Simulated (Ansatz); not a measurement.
Output of an Ansatz run (abridged):

```
WARN ansatz: RAYON_NUM_THREADS=1 ignored (pool sized by the plan → 1); use --threads N
Pseudopotentials: kind: paw
Pseudopotential: Lu, paw, valence charge 25
Pseudopotential: B, paw, valence charge 3
Pseudopotential: Rh, paw, valence charge 17
Crystal: 5 atoms, lattice volume = 71.899 Å³
Basis set: ecut = 420.4159175005146 eV, 1365 PW (Γ), exchange–correlation on 60×60×60 points (8 copies of the dense FFT grid, shifted against one another)
Bands: 48, of which v1, the nominal top of the filled ones, is band 40 counted from 1 (39 counted from 0)
Symmetry: 8 space group operations
Space group: P4mm (ITA 99), of the structure as read, at distance tolerance 4.2e-5 Å
k-points: 40 of 343 (time reversal used)
PAW frozen core: Lu, regenerated for the run's functional, and the local potential with it
PAW frozen core: B, regenerated for the run's functional, and the local potential with it
PAW frozen core: Rh, regenerated for the run's functional, and the local potential with it
Initial density: superposition of atomic densities (neutral atoms: chi_scale 0, normalization atom), corrected by the library's trained network
Initial wavefunctions: pseudopotential atomic-orbital guess
Eigensolver: davidson
Functional: x = pbesol(κ = 0.804, μ = 0.12345679012345678), c = pbesol(β = 0.046)
SCF iter   1: F=—  HF=-33784.345391 eV  |F-HF|=—  |Δ(HF+E_count)|=         —  Δρ=7.38e-3  dr2=4.88e-2  ethr=1.77e-3  ⟨swp⟩=6.2  Hψ=8241  notcnv=0
all-band conjugate gradients solve this SCF's bands
preconditioner: auto → Kerker (q_TF=auto, 2.771 Å⁻¹)
SCF iter   2: F=—  HF=-33784.335008 eV  |F-HF|=—  |Δ(HF+E_count)|=   1.04e-2  Δρ=3.50e-3  dr2=1.30e-2  ethr=6.17e-5  ⟨swp⟩=2.0  Hψ=3843  notcnv=0  defer=10
SCF iter   3: F=—  HF=-33784.333390 eV  |F-HF|=—  |Δ(HF+E_count)|=   1.62e-3  Δρ=1.16e-3  dr2=8.65e-4  ethr=1.65e-5  ⟨swp⟩=2.0  Hψ=2769  notcnv=0  defer=10
SCF iter   4: F=—  HF=-33784.332879 eV  |F-HF|=—  |Δ(HF+E_count)|=   5.11e-4  Δρ=7.59e-4  dr2=6.54e-4  ethr=1.10e-6  ⟨swp⟩=3.0  Hψ=3621  notcnv=0  defer=10
SCF iter   5: F=—  HF=-33784.332702 eV  |F-HF|=—  |Δ(HF+E_count)|=   1.77e-4  Δρ=3.38e-4  dr2=1.95e-4  ethr=8.27e-7  ⟨swp⟩=2.6  Hψ=3740  notcnv=0  defer=12
SCF iter   6: F=—  HF=-33784.332666 eV  |F-HF|=—  |Δ(HF+E_count)|=   3.56e-5  Δρ=9.24e-5  dr2=1.37e-5  ethr=2.46e-7  ⟨swp⟩=1.7  Hψ=2680  notcnv=0  defer=19
SCF iter   7: F=—  HF=-33784.332697 eV  |F-HF|=—  |Δ(HF+E_count)|=   3.09e-5  Δρ=4.22e-5  dr2=1.34e-6  ethr=1.73e-8  ⟨swp⟩=2.7  Hψ=3695  notcnv=0  defer=19
SCF iter   8: F=-33784.332697 eV  HF=-33784.332697 eV  |F-HF|=3.17e-8  |Δ(HF+E_count)|=   2.86e-7  Δρ=5.64e-6  dr2=2.71e-8  ethr=1.27e-10  ⟨swp⟩=11.6  Hψ=13938  notcnv=0
SCF 1 converged in 8 iterations: F = -33784.332697 eV  dr2 = 2.71e-8
SCF converged after 8 iterations
Free energy (F): -33784.332697 eV
Harris-Foulkes:  -33784.332697 eV  (|F-HF|=3.17e-8)
Internal energy: -33784.308871 eV  (E = F + TS)
E sigma→0 (E₀):  -33784.320784 eV
Entropy (-TS):   -0.023826 eV (-4.765 meV/atom)
Fermi energy:    18.790393 eV
--- Per-component energies (eV) ---
  E_band       = -231.080178
  E_kinetic    = 2192.574342
  E_local      = -11265.214821  (includes V_loc(G=0)·N_el)
  E_nonlocal   = 1665.649725
  E_hartree    = 4390.196970
  E_xc         = -912.256871
  E_vxc        = -1132.061475  (∫ρ·V_xc dr)
  E_paw        = -17904.738272  (= ΣΔE_a)
  E_vpaw       = -472.428341  (= ΣTr[D̂ρ^β])
  E_aug_tail   = 0.002565  (compensation charges beyond the density's cutoff)
  E_ewald      = -11952.557986
  E_core_change = 2.035478  (= ΣΔE_core)
  E_smearing   = -0.023826  (= −TS)
  E_closure    = 0.000000  (closes the sum)
  Σ components = -33784.332697   (vs F -33784.332697, Δ=0.00e0)
--- Forces (eV/Å), atoms counted from 1 ---
  atom   1  Lu    -0.00000000     0.00000000    -0.32560306
  atom   2  B      0.00000000     0.00000000     0.01166853
  atom   3  Rh     0.00000000     0.00000000     0.14235627
  atom   4  Rh     0.00000000     0.00000000     0.14235627
  atom   5  Rh    -0.00000000     0.00000000     0.02922430
  max |Σ_I F_I| component: 2.31e-6 eV/Å
--- Stress (GPa, compression-positive) ---
       -5.239679       0.000000       0.000000
        0.000000      -5.239679       0.000000
        0.000000       0.000000      -5.239060
  P = ⅓ Tr σ = -5.2395 GPa (-52.395 kbar)
  The stress holds the Pulay correction. Without it, at fixed plane waves, as pw.x and ABINIT print it: P = -5.3620 GPa
--- Band table (eV; the first three rows and the last of 40) ---
  k-point 0: bands = ["-59.3076", "-59.2710", "-59.2702", "-36.3058", "-27.5652", "-27.5652", "-27.5643", "-27.0666", "-27.0664", "-27.0664", "-27.0582", "-27.0577", "-27.0577", "-7.0253", "-7.0248", "-7.0248", "8.6338", "13.0545", "14.4252", [...]
  k-point 1: bands = ["-59.3060", "-59.2718", "-59.2710", "-36.3058", "-27.5631", "-27.5631", "-27.5599", "-27.0709", "-27.0670", "-27.0670", "-27.0593", "-27.0593", "-27.0586", "-7.0372", "-7.0263", "-7.0263", "8.7974", "13.2417", "14.4708", [...]
  k-point 2: bands = ["-59.3017", "-59.2761", "-59.2710", "-36.3059", "-27.5582", "-27.5582", "-27.5498", "-27.0808", "-27.0694", "-27.0694", "-27.0618", "-27.0618", "-27.0595", "-7.0638", "-7.0296", "-7.0296", "9.2329", "13.7011", "14.5657", [...]
  k-point 39: bands = ["-59.2843", "-59.2828", "-59.2817", "-36.3042", "-27.7248", "-27.4475", "-27.4468", "-27.1600", "-27.1587", "-27.1583", "-26.9933", "-26.9923", "-26.9914", "-7.0591", "-7.0561", "-7.0559", "11.8385", "12.4364", "12.4370", [...]
```

The structure:

```xyz
5
Lattice="4.1582 0.0000 0.0000 0.0000 4.1582 0.0000 0.0000 0.0000 4.1582" Properties=species:S:1:pos:R:3 pbc="T T T"
Lu     0.0000     0.0000     0.0500
B      2.0791     2.0791     2.0791
Rh     0.0000     2.0791     2.0791
Rh     2.0791     0.0000     2.0791
Rh     2.0791     2.0791     0.0000
```

### Question
Write an input that gives this output.

### Answer
Other spellings and defaults could give the same log, and not every line can be read from it. The input that was run (DFT, PBEsol, plane waves, default PAW files made with PBE):

Ansatz 0.2 input:
```yaml
crystal:
  lattice:
    - [4.158218, 0.000000, 0.000000]
    - [0.000000, 4.158218, 0.000000]
    - [0.000000, 0.000000, 4.158218]
  atoms:
    - { symbol: Lu, position: [0.000000, 0.000000, 0.012024] }
    - { symbol: B, position: [0.500000, 0.500000, 0.500000] }
    - { symbol: Rh, position: [0.000000, 0.500000, 0.500000] }
    - { symbol: Rh, position: [0.500000, 0.000000, 0.500000] }
    - { symbol: Rh, position: [0.500000, 0.500000, 0.000000] }
basis:
  ecutwfc: 30.9 Ry
kpoints:
  mp_grid:
    grid: [7, 7, 7]
hamiltonian:
  xc: pbesol
  pseudopotentials:
    kind: paw
scf:
  occupations:
    method: gaussian
    width: 0.0073 Ry
output:
  forces: true
  eigenvalues: true
  stress: true
```

The starting cell comes from a database of computed structures (which also holds hypothetical and non-ambient phases and stackings), without a prior relaxation at this level. Its lattice was rescaled by up to half a per cent. One atom was moved a little off its site on purpose. Spin-orbit coupling is off. Spin polarisation is off. With a pressure of about -5 GPa the cell is away from its equilibrium volume at this level. Ansatz's pressure includes its estimate of the finite-basis (Pulay) stress.

Ansatz is a program for electronic structure.
